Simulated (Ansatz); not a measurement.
BaS: biaxial strain +1.67 %, plane normal [111], relaxed out of plane

The reference is BaS in the rock salt structure (space group Fm-3m, No. 225; a = 6.3315 Å). Axes: x, y, z lie along the cube axes.

One thing is altered: biaxial strain +1.67 %, plane normal [111], relaxed out of plane (Cartesian); in-plane vectors clamped, the third vector and the atoms free.

The values are results of PBEsol (Ansatz, an electronic-structure program; PAW; 420 eV plane waves; spin-orbit coupling left out), not measurements. k-mesh 9×9×9 (Γ-centred); smearing 0.05 eV (Fermi–Dirac).

- Volume per atom: 32.26 Å³ (base 31.73 Å³)
- Space group: R-3m (No. 166) (base Fm-3m (No. 225))
- Shortest interatomic distance: 3.184 Å (base 3.166 Å)
- Energy relative to the base (free energy F): +3.8 meV/atom
- Band gap: 2.01 eV (base 2.04 eV)
- Gap character: indirect, Γ → F
- Smallest direct gap: 2.14 eV (base 2.13 eV)
- Electron mass: 1.3 mₑ along k, 0.32 mₑ across (at X) (base 1.3 mₑ along k, 0.32 mₑ across (at X))
- Valence-band top at Γ (three highest levels, from the VBM): 0.00, -0.07, -0.07 eV (base 0.00, 0.00, 0.00 eV)
- Out-of-plane strain: -1.62 %
- Ratio −ε⊥/ε∥: 0.97
- Mean in-plane stress (compression positive): -1.2 GPa

Effective masses come from finite differences of ±0.01 Å⁻¹. Along k means along the line from Γ to the band edge. Whether these cells are dynamically stable was not tested. k-point labels follow each cell's own Brillouin zone.
